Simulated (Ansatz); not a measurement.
Ansatz (a program for electronic structure) run on a (001) slab of SnO (cut from a parent of space group no. 129; 8 atoms in the cell): self-consistent single point

Computed with PBEsol, default PAW files made with PBE (plane waves; Ansatz).

Input:

Ansatz 0.2 input:
```yaml
# SnO
crystal:
  lattice:
    - [3.781000, 0.000000, 0.000000]
    - [0.000000, 3.781000, 0.000000]
    - [0.000000, 0.000000, 21.108212]
  atoms:
    - { symbol: Sn, position: [0.500000, 0.000000, 0.331624] }
    - { symbol: Sn, position: [0.000000, 0.500000, 0.440227] }
    - { symbol: O, position: [0.500000, 0.500000, 0.385926] }
    - { symbol: O, position: [0.000000, 0.000000, 0.385926] }
    - { symbol: Sn, position: [0.500000, 0.000000, 0.559773] }
    - { symbol: Sn, position: [0.000000, 0.500000, 0.668376] }
    - { symbol: O, position: [0.500000, 0.500000, 0.614074] }
    - { symbol: O, position: [0.000000, 0.000000, 0.614074] }
basis:
  ecutwfc: 420.0 eV
kpoints:
  mp_grid:
    grid: [6, 6, 1]
hamiltonian:
  xc: pbesol
  pseudopotentials:
    kind: paw
scf:
  occupations:
    method: fermi_dirac
    width: 0.02 eV
output:
  forces: true
  eigenvalues: true
  stress: true
```

Output, abridged:

```
WARN ansatz: RAYON_NUM_THREADS=1 ignored (pool sized by the plan → 1); use --threads N
Pseudopotentials: kind: paw
Pseudopotential: Sn, paw, valence charge 14
Pseudopotential: O, paw, valence charge 6
Crystal: 8 atoms, lattice volume = 301.762 Å³
Basis set: ecut = 420 eV, 5831 PW (Γ), exchange–correlation on 54×54×288 points (8 copies of the dense FFT grid, shifted against one another)
Bands: 48, of which v1, the nominal top of the filled ones, is band 40 counted from 1 (39 counted from 0)
Symmetry: 16 space group operations
Space group: P4/nmm (ITA 129), of the structure as read, at distance tolerance 6.7e-5 Å
k-points: 10 of 36
PAW frozen core: Sn, regenerated for the run's functional, and the local potential with it
PAW frozen core: O, regenerated for the run's functional, and the local potential with it
Initial density: superposition of atomic densities (neutral atoms: chi_scale 0, normalization atom), corrected by the library's trained network
Initial wavefunctions: pseudopotential atomic-orbital guess
Eigensolver: davidson
Functional: x = pbesol(κ = 0.804, μ = 0.12345679012345678), c = pbesol(β = 0.046)
SCF iter   1: F=—  HF=-26042.545566 eV  |F-HF|=—  |Δ(HF+E_count)|=         —  Δρ=9.32e-3  dr2=2.15e-1  ethr=1.77e-3  ⟨swp⟩=8.1  Hψ=2055  notcnv=0
all-band conjugate gradients solve this SCF's bands
preconditioner: auto → Resta (q_TF=auto, 2.187 Å⁻¹)
SCF iter   2: F=—  HF=-26042.512115 eV  |F-HF|=—  |Δ(HF+E_count)|=   3.35e-2  Δρ=4.79e-3  dr2=7.33e-2  ethr=2.69e-4  ⟨swp⟩=2.9  Hψ=899  notcnv=0  defer=28
SCF iter   3: F=—  HF=-26042.496545 eV  |F-HF|=—  |Δ(HF+E_count)|=   1.56e-2  Δρ=8.67e-4  dr2=1.99e-3  ethr=9.17e-5  ⟨swp⟩=2.3  Hψ=699  notcnv=0  defer=28
SCF iter   4: F=—  HF=-26042.497751 eV  |F-HF|=—  |Δ(HF+E_count)|=   1.21e-3  Δρ=1.78e-4  dr2=7.50e-5  ethr=2.49e-6  ⟨swp⟩=2.7  Hψ=949  notcnv=0  defer=28
SCF iter   5: F=—  HF=-26042.497835 eV  |F-HF|=—  |Δ(HF+E_count)|=   8.42e-5  Δρ=4.97e-5  dr2=8.58e-6  ethr=9.37e-8  ⟨swp⟩=2.4  Hψ=945  notcnv=0  defer=28
SCF iter   6: F=—  HF=-26042.497838 eV  |F-HF|=—  |Δ(HF+E_count)|=   2.74e-6  Δρ=1.26e-5  dr2=8.87e-7  ethr=1.07e-8  ⟨swp⟩=2.0  Hψ=852  notcnv=0  defer=28
SCF iter   7: F=—  HF=-26042.497838 eV  |F-HF|=—  |Δ(HF+E_count)|=   7.28e-7  Δρ=5.00e-6  dr2=2.86e-7  ethr=1.25e-10  ⟨swp⟩=15.2  Hψ=2586  notcnv=0
SCF iter   8: F=-26042.497839 eV  HF=-26042.497839 eV  |F-HF|=1.66e-8  |Δ(HF+E_count)|=   2.50e-7  Δρ=2.20e-6  dr2=3.26e-8  ethr=1.25e-10  ⟨swp⟩=8.3  Hψ=1896  notcnv=0
SCF 1 converged in 8 iterations: F = -26042.497839 eV  dr2 = 3.26e-8
SCF converged after 8 iterations
Free energy (F): -26042.497839 eV
Harris-Foulkes:  -26042.497839 eV  (|F-HF|=1.66e-8)
Internal energy: -26042.497839 eV  (E = F + TS)
E sigma→0 (E₀):  -26042.497839 eV
Fermi energy:    2.478736 eV
--- Per-component energies (eV) ---
  E_band       = -978.081280
  E_kinetic    = 1449.343190
  E_local      = -51499.265326  (includes V_loc(G=0)·N_el)
  E_nonlocal   = 72.685758
  E_hartree    = 25660.752420
  E_xc         = -1808.920626
  E_vxc        = -761.982411  (∫ρ·V_xc dr)
  E_paw        = -16869.451216  (= ΣΔE_a)
  E_vpaw       = -1560.368476  (= ΣTr[D̂ρ^β])
  E_aug_tail   = 0.009675  (compensation charges beyond the density's cutoff)
  E_ewald      = 16951.067775
  E_core_change = 1.280511  (= ΣΔE_core)
  E_smearing   = -0.000000  (= −TS)
  E_closure    = -0.000000  (closes the sum)
  Σ components = -26042.497839   (vs F -26042.497839, Δ=0.00e0)
--- Forces (eV/Å), atoms counted from 1 ---
  atom   1  Sn     0.00000000     0.00000000    -0.40542235
  atom   2  Sn     0.00000000     0.00000000     0.41666057
  atom   3  O      0.00000000     0.00000000     0.02330045
  atom   4  O      0.00000000     0.00000000     0.02330045
  atom   5  Sn     0.00000000     0.00000000    -0.41666057
  atom   6  Sn     0.00000000     0.00000000     0.40542235
  atom   7  O      0.00000000     0.00000000    -0.02330045
  atom   8  O      0.00000000     0.00000000    -0.02330045
  max |Σ_I F_I| component: 5.55e-17 eV/Å
--- Stress (GPa, compression-positive) ---
        0.803477       0.000000       0.000000
        0.000000       0.803477       0.000000
        0.000000       0.000000       0.852108
  P = ⅓ Tr σ = 0.8197 GPa (8.197 kbar)
  The stress holds the Pulay correction. Without it, at fixed plane waves, as pw.x and ABINIT print it: P = 0.5847 GPa
--- Band table (eV; the first three rows and the last of 10) ---
  k-point 0: bands = ["-19.6278", "-19.6179", "-19.1554", "-19.1468", "-19.1394", "-19.1394", "-19.1141", "-19.1141", "-19.0966", "-19.0906", "-19.0815", "-19.0648", "-19.0327", "-19.0296", "-19.0219", "-19.0205", "-19.0159", "-19.0159", "-19.0046", [...]
  k-point 1: bands = ["-19.6139", "-19.6070", "-19.2051", "-19.1809", "-19.1363", "-19.1297", "-19.1241", "-19.1185", "-19.1081", "-19.1026", "-19.0951", "-19.0935", "-19.0715", "-19.0514", "-19.0320", "-19.0309", "-19.0109", "-19.0064", "-18.9938", [...]
  k-point 2: bands = ["-19.5754", "-19.5747", "-19.3809", "-19.3639", "-19.1359", "-19.1314", "-19.1129", "-19.1081", "-19.1027", "-19.1007", "-19.0999", "-19.0978", "-19.0476", "-19.0326", "-19.0320", "-19.0227", "-19.0133", "-19.0071", "-18.9826", [...]
  k-point 9: bands = ["-19.5692", "-19.5692", "-19.5537", "-19.5537", "-19.1273", "-19.1273", "-19.0921", "-19.0921", "-19.0900", "-19.0900", "-19.0511", "-19.0511", "-19.0177", "-19.0177", "-19.0098", "-19.0098", "-18.9922", "-18.9922", "-18.9633", [...]
```

The run converged in 8 iterations.

The starting cell has typed, rounded lattice constants, without a prior relaxation at this level. The slab is cut from that crystal, and its faces are unrelaxed. Its lattice was rescaled by up to half a per cent. Spin polarisation is off, though cut faces can carry moments; a gap of a slab can lie between surface states.
